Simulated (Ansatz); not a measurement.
Effect of isotropic strain +2.04 % on Ta

Base system: Ta in the bcc (W type) structure (space group Im-3m, No. 229; a = 3.282 Å).

Perturbation: the cell is scaled by 1.0204 in all directions; the atoms relax in the strained cell.

Calculations: PBEsol/PAW in Ansatz (a program for electronic structure), no spin-orbit coupling. Settings: 20×20×20 k-points, 0.05 eV Fermi–Dirac smearing.

* **Volume per atom**: 18.78 Å³ (base 17.68 Å³)
* **Space group**: Im-3m (No. 229) (base Im-3m (No. 229))
* **Shortest interatomic distance**: 2.900 Å (base 2.842 Å)
* **Energy relative to the base (free energy F)**: +41 meV/atom
* **Pressure**: -11.3 GPa (base 0.0 GPa)
* **Band gap**: zero (base zero)

Final structure:

```xyz
1
Lattice="-1.6745 1.6745 1.6745 1.6745 -1.6745 1.6745 1.6745 1.6745 -1.6745" Properties=species:S:1:pos:R:3 pbc="T T T"
Ta     0.0000     0.0000     0.0000
```

Cost of the whole job for the changed cell (relaxation, final SCF and bands): around 3.0 core-seconds (rough).

Whether these cells are dynamically stable was not tested. All final runs are without spin polarisation.
